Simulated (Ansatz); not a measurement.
Consider ZnGeP₂ in the chalcopyrite structure (space group I-42d, No. 122; a = 5.374 Å, c = 10.625 Å).

Method: LDA (Ansatz, a first-principles code; PAW; 420 eV plane waves; no SOC).

Before the change:

- Band gap: 1.00 eV
- Density: 4.33 g/cm³
- Hole mass: 0.099 mₑ along c, 0.32 mₑ across (at Γ)

Modification: cell and atoms relaxed at a pressure of 9 GPa.

Estimate the effect on the band gap.

The band gap drops by 0.14 eV, from 1.00 eV to 0.86 eV.

What happens to the density?

The density grows by 0.38 g/cm³ to 4.71 g/cm³.

What happens to the hole mass?

The hole mass goes from 0.099 mₑ along c, 0.32 mₑ across (at Γ) to 0.13 mₑ along c, 0.28 mₑ across (at Γ).

Load acts through the strain it causes; cell and atoms are relaxed under it. Masses are band curvatures over ±0.01 Å⁻¹ around the edge. No phonon test of stability was made. Competing high-pressure phases were not computed.
